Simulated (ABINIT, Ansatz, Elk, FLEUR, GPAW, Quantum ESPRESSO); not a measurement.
## Code comparison for SnO (Pmn2_1, 4 atoms in the cell)

Self-consistent single point.

```yaml
crystal:
  lattice:
    - [3.42579, 0.00000, 0.00000]
    - [0.00000, 5.79382, 0.00000]
    - [0.00000, 0.00000, 4.31105]
  atoms:
    - { symbol: Sn, position: [0.00000, 0.23191, 0.51314] }
    - { symbol: Sn, position: [0.50000, 0.76809, 0.01314] }
    - { symbol: O, position: [0.00000, 0.89125, 0.73686] }
    - { symbol: O, position: [0.50000, 0.10875, 0.23686] }
```

All programs got the same cell, k-point mesh and kind of occupations (in Ansatz's words: kpoints.mp_grid.grid = 8 5 6; scf.occupations.method = fermi_dirac; scf.occupations.width = 0.05 eV); potentials, basis and cutoffs are each program's usual ones.

```json
[
 {"code": "FLEUR", "model": "PBEsol, all-electron FLAPW (FLEUR), scalar-relativistic valence", "largest force (eV/Å)": "1.254", "gap on the mesh (eV)": "1.526", "k-points": "60", "cutoff": "Kmax 4.3 1/bohr"},
 {"code": "Elk", "model": "PBEsol, all-electron FP-LAPW, Elk's shipped species files, default APW+lo basis", "largest force (eV/Å)": "–", "gap on the mesh (eV)": "1.514", "k-points": "90", "cutoff": "rgkmax 7"},
 {"code": "Quantum ESPRESSO", "model": "PBEsol, GBRV 1.5 ultrasoft (PBESOL) pseudopotentials", "largest force (eV/Å)": "1.165", "gap on the mesh (eV)": "1.510", "k-points": "60", "cutoff": "40 Ry"},
 {"code": "Ansatz", "model": "PBEsol, PAW files made with PBE", "largest force (eV/Å)": "1.200", "gap on the mesh (eV)": "1.512", "k-points": "60", "cutoff": "420 eV"},
 {"code": "GPAW", "model": "PBEsol, GPAW PAW datasets PBEsol (made by gpaw-setup)", "largest force (eV/Å)": "1.258", "gap on the mesh (eV)": "1.502", "k-points": "60", "cutoff": "950 eV"},
 {"code": "ABINIT", "model": "PBEsol, norm-conserving pseudopotentials (PseudoDojo nc-sr-04 PBEsol standard)", "largest force (eV/Å)": "1.183", "gap on the mesh (eV)": "1.509", "k-points": "60", "cutoff": "84 Ry"}
]
```

Size of the force on each atom (eV/Å): Sizes of forces hide their directions.

| code | Sn1 | Sn2 | O3 | O4 |
|---|---|---|---|---|
| FLEUR | 1.254 | 1.254 | 0.438 | 0.438 |
| Quantum ESPRESSO | 1.165 | 1.165 | 0.381 | 0.381 |
| Ansatz | 1.200 | 1.200 | 0.392 | 0.392 |
| GPAW | 1.258 | 1.258 | 0.423 | 0.423 |
| ABINIT | 1.183 | 1.183 | 0.386 | 0.386 |

A dash marks a value that a program does not give, or that is left out as unsure.

Gaps are read on the mesh. Another mesh or the band path gives a smaller gap, so these values are not converged in the mesh.

The spread over the programs that give each value: largest force within 0.093 eV/Å; gap on the mesh within 0.024 eV.

The starting cell comes from a database of computed structures (which also holds hypothetical and non-ambient phases and stackings), without a prior relaxation at this level. Its lattice was rescaled by a random factor within 2.5 % of one. On Ansatz's run: In the base run, with a pressure of about -7 GPa the cell is away from its equilibrium volume at this level. In the base run, forces exceed 1 eV/Å. Another mesh or the band path of this cell gives a smaller gap, so this value is not converged in the mesh.

Problem. Why do the programs differ, and what cannot be compared?

Solution. Differences of this kind can come from the potentials, where these differ, and from what each basis and cutoff leave unconverged. The zero of total energies and Fermi levels follows the potentials and each program's conventions, so they are not compared here. FLEUR and Elk treat all electrons, but the usual bases taken here (sphere radii, linearisation, local orbitals, empty states) were not tested for convergence, so the values are no reference for the others. The programs reduce the same mesh by symmetry to different extents, which changes the work and not the result.

Left out of this page: CP2K (unsound by tests on forces, stress, charge or solver warnings).

Ansatz is an electronic-structure program.

Keys are those of Ansatz 0.2.
